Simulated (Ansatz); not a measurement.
## Response to strain in SiC

Start from SiC in the zinc blende structure (space group F-43m, No. 216; a = 4.356 Å). Axes: x, y, z lie along the cube axes.

Strains are applied to the cell and any free atomic positions relax; under biaxial strain the out-of-plane vector relaxes too; under stress the whole cell relaxes.

All numbers come from Ansatz (a first-principles code) r2SCAN, no spin-orbit coupling.

Candidates:
(a) biaxial strain −3.17 %, plane normal [001], relaxed out of plane
(b) uniaxial stress, 1 GPa tension along z
(c) tensor shear ε_xy = +3.31 %
(d) biaxial strain +3.07 %, plane normal [001], relaxed out of plane

Before the change:

| Property | Value |
|---|---|
| Band gap | 1.71 eV |

Task: Order them by band gap, highest first.

Result: (b) uniaxial stress, 1 GPa tension along z (1.69 eV), (a) biaxial strain −3.17 %, plane normal [001], relaxed out of plane (1.39 eV), (d) biaxial strain +3.07 %, plane normal [001], relaxed out of plane (1.22 eV), (c) tensor shear ε_xy = +3.31 % (1.15 eV)

Beyond what the load breaks, stability against distortions was not tested.
